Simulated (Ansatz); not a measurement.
# CaO (space group P6_3/mmc, No. 194; a model cell, its experimental status unchecked)

```cif
data_Ca2O2
_chemical_formula_sum 'Ca2 O2'
_space_group_name_H-M_alt 'P 1'
_space_group_IT_number 1
_cell_length_a 3.95606
_cell_length_b 3.95606
_cell_length_c 4.74336
_cell_angle_alpha 90.000
_cell_angle_beta 90.000
_cell_angle_gamma 120.000
loop_
_space_group_symop_operation_xyz
  'x, y, z'
loop_
_atom_site_label
_atom_site_type_symbol
_atom_site_fract_x
_atom_site_fract_y
_atom_site_fract_z
_atom_site_occupancy
Ca1 Ca 0.66667 0.33333 0.25000 1
Ca2 Ca 0.33333 0.66667 0.75000 1
O1 O 0.66667 0.33333 0.75000 1
O2 O 0.33333 0.66667 0.25000 1
```

Computed with Ansatz (a program for electronic structure) PBEsol, no spin-orbit coupling. Γ-centred 10×10×7 mesh, Fermi–Dirac width 0.05 eV.

Volume per atom: 16.07 Å³
Density: 2.90 g/cm³
Band gap: 3.14 eV, direct at Γ
Electron mass: 0.54 mₑ along c, 0.39 mₑ across
Hole mass: 0.35 mₑ along c, 2.7 mₑ across
Lowest conduction-band minima above the VBM: Γ 3.14 eV; K (1/3, 1/3, 0) 3.97 eV
Total energy: -1178.963 eV/atom (σ→0; compares only within this code and set-up)

Masses are band curvatures over ±0.01 Å⁻¹ around the edge. Stability against distortions was not tested. The base started in P6_3mc and relaxed to P6_3/mmc at this level. This is not the structure that CaO has at room temperature and ambient pressure.
